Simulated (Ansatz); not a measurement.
Functionals compared on CH3 on the 1x1 (111) surface of fcc Ni, ferromagnetic, one in a 2x2 cell, started at the site 'hollow Ni-Ni-Ni over Ni at depth 2.0 Å', in Ansatz (plane waves, PAW). The structure was relaxed with PBE; the other rows are single points on it, each with its references at the same level. Cutoff 420 eV.

Slab: 20 atoms, 6.0 Å thick at the start under the adsorbate (thin: gaps and levels are the slab's own); k 7x7x1, smearing 0.1 eV, dipole-corrected; 8 atoms held, the rest relaxed; symmetry of the start imposed; spin-polarised, no spin-orbit, no U, no dispersion correction. At the end it is bonded to 3 Ni. In PBE it is, or lies within 0.03 eV of, the lowest of the starts that converged. These notes are the PBE run's. Adsorption energies are against CH4(g) − ½ H2(g). A negative adsorption energy means that the adsorbate is more stable on the surface than in its reference.

```json
[
 {"functional": "PBE", "adsorption energy (eV)": "0.62", "work function of the top face (eV)": "3.69", "change of the work function (eV)": "-1.39", "magnetic moment of the cell (μB)": "9.97", "rough cost of the single point": "–"},
 {"functional": "RPBE", "adsorption energy (eV)": "…", "work function of the top face (eV)": "…", "change of the work function (eV)": "…", "magnetic moment of the cell (μB)": "10.10", "rough cost of the single point": "very roughly 5 core-minutes"}
]
```

Q: Fill in the missing entries.

A: 
- RPBE, adsorption energy (eV): 0.95
- RPBE, work function of the top face (eV): 3.58
- RPBE, change of the work function (eV): -1.32

Ansatz is an electronic-structure program.
